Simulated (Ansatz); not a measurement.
# Fermi-surface data of NbH (I4/mmm)

Given:

```xyz
2
Lattice="-1.5879 1.5879 1.9550 1.5879 -1.5879 1.9550 1.5879 1.5879 -1.9550" Properties=species:S:1:pos:R:3 pbc="T T T"
Nb     0.0000     0.0000     0.0000
H      0.0000     0.0000     1.9550
```

All values below come from r2SCAN, rigid bands (plane waves, PAW, scalar-relativistic; Ansatz, an electronic-structure program). Condition of this run: functional r2SCAN on the same cell. Cell: cell and atoms relaxed with PBEsol.

- density of states at the Fermi level: 0.875 states/(eV·cell), both spins
- bare Sommerfeld coefficient: 1.03 mJ/(mol of atoms·K²)
- Drude plasma energy: 7.0 (x), 7.0 (y), 6.0 (z) eV
- root-mean-square Fermi velocity: 6.2e5 m/s
- resistivity times τ: 10.0 (x), 10.0 (y), 13.5 (z) ×10⁻²² Ω·m·s

A metal at this level (no band gap); rigid bands, thermally averaged at 300 K, both spins. Spin-orbit coupling is left out. τ is one relaxation time for all states.

Computed structure with no diffraction record at hand here (it may be known, metastable or hypothetical): NbH (I4/mmm).
